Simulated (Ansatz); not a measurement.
# BP: energy against strain

BP (zinc blende, F-43m, 11.319 Å³/atom at rest) under an equal strain ε in the (001) plane with the normal axis free, as in a coherent film. LDA in Ansatz, a plane-wave DFT program (PAW, default set), 420 eV, 13×13×13 Γ-centred mesh, Fermi-Dirac smearing 0.05 eV; ions are relaxed within the symmetry of each cell.

Here s stands for strain and y for E less E0.

| strain (%) | E less E0 (meV/atom) |
|---|---|
| -3.00 | ? |
| -1.50 | 6.59 |
| -1.00 | 2.90 |
| -0.50 | 0.72 |
| 0.00 | 0.00 |
| 0.50 | 0.72 |
| 1.00 | 2.81 |
| 1.50 | 6.24 |

The 7 complete rows are fitted with a parabola, y against s. Least squares gives y = 0.005 - 0.0879·s + 2.8490·s². Residuals (row less fit): 0.043, -0.042, -0.041, -0.005, 0.047, 0.044, -0.043; standard error 0.053 (degrees of freedom: 4). Twice the quadratic coefficient over the volume, 2 × 2.8490 meV × 10⁴ × 0.1602 / 11.319 Å³, is twice the biaxial elastic modulus of this plane = 807 ± 7 GPa.

Problem. Estimate the missing y (s = -3.00); what did the run itself give?

Solution. y = 0.005 - 0.0879 × (-3.0) + 2.8490 × (-3.0)² = 25.910 meV/atom. The calculation gives 27.16 meV/atom, 1.250 meV/atom above the prediction (4.6 % of the range of y in the table). The row lies outside the fitted rows, so this is an extrapolation. From the scatter of the fitted rows alone, a prediction at this place has a standard error of 0.203 meV/atom, so the miss is 6.2 times that.

One order more, fitted to all 13 runs of the series, follows each within 0.01, so the miss is the next term of a smooth law. Rows are the converged runs of the series near zero and its far end; series whose fitted rows scatter by over a few per cent of the range, as at a crossing or softening among them, aren't shown in this form. Most that stay on the fit to the last digits aren't either.
